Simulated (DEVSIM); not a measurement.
Structure: abrupt Si n-p junction, at 300 K.

Layer 1 from the left is Si, thickness (μm) 10.0, Nd (cm⁻³) 1.3e17, τn (s) 8.3e-5, τp (s) 8.3e-5. Layer 2 from the left is Si, thickness (μm) 60.0, Na (cm⁻³) 6.8e16, τn (s) 8.3e-5, τp (s) 8.3e-5.

Left contact: ohmic. Right contact: ohmic. Voltage is applied to the left contact. Recombination: SRH at mid-gap. Mobility is μmin + (μ − μmin)/(1 + (N/Nref)^α).

Constants are typed, rounded textbook-type inputs, not results; the design itself was drawn at random and stands for no fabricated device. Values at 300 K.

Si: gap (eV) 1.124, affinity (eV) 4.05, permittivity 11.7, Nc (cm⁻³) 2.86e19, Nv (cm⁻³) 3.1e19, μn (cm²/Vs) 1417, μp (cm²/Vs) 470, μn,min 52, μp,min 45, Nref,n 9.7e16, Nref,p 2.2e17, αn 0.68, αp 0.72.

Model (solved in DEVSIM): 1D drift-diffusion, Boltzmann statistics, complete ionisation; no tunnelling, impact ionisation, image-force lowering or self-heating.

Dark forward current:

```tsv
|V| (V)	|J| (A/cm²)
0.05	3.033e-11
0.10	1.610e-10
0.15	8.728e-10
0.20	5.283e-9
0.25	3.438e-8
0.30	2.318e-7
0.35	1.586e-6
0.40	1.092e-5
0.45	7.543e-5
0.50	0.0005213
0.55	0.003604
0.60	0.02491
0.65	0.1715
0.70	1.152
0.75	6.791
0.80	28.24
0.85	78.66
0.90	165.8
0.95	292.8
1.00	461.1
1.05	670.9
1.10	922.2
1.15	1215
1.20	1548
1.25	1922
1.30	2336
```

**Question.** Work out the local ideality factor n = ΔV / (kT/q · ln(J2/J1)) between the rows 0.15 and 0.20 V, 0.50 and 0.55 V, 1.25 and 1.30 V.

**Answer.** kT/q = 25.85 mV. From 0.15 to 0.20 V: ln(5.283e-9/8.728e-10) = 1.801, n = 1.07, near the 1 of diffusion or emission over a barrier. From 0.50 to 0.55 V: ln(0.003604/0.0005213) = 1.933, n = 1.00, near the 1 of diffusion or emission over a barrier. From 1.25 to 1.30 V: ln(2336/1922) = 0.195, n = 9.92.

**Question.** Estimate the current at 0.45 V from the Shockley equation with J0 = Σ q ni² D/(N L) coth(W/L), τ joining the SRH, radiative and Auger lifetimes that are on, and W taken as the whole layer.

**Answer.** ni² = 1.16e20 cm⁻⁶; holes in the n layer: μ = 297 cm²/Vs, D = 7.68 cm²/s, τ = 8.30e-5 s, L = 253 μm, W/L = 0.040, term 1.10e-12 A/cm²; electrons in the p layer: μ = 817 cm²/Vs, D = 21.1 cm²/s, τ = 8.30e-5 s, L = 419 μm, W/L = 0.14, term 9.67e-13 A/cm². J0 = 2.06e-12 A/cm², and J = J0 exp(qV/kT) = 7.50e-5 A/cm². The simulation gives 7.54e-5 A/cm², the same within the digits that matter. The estimate leaves out recombination in the depletion region and that region's share of W.
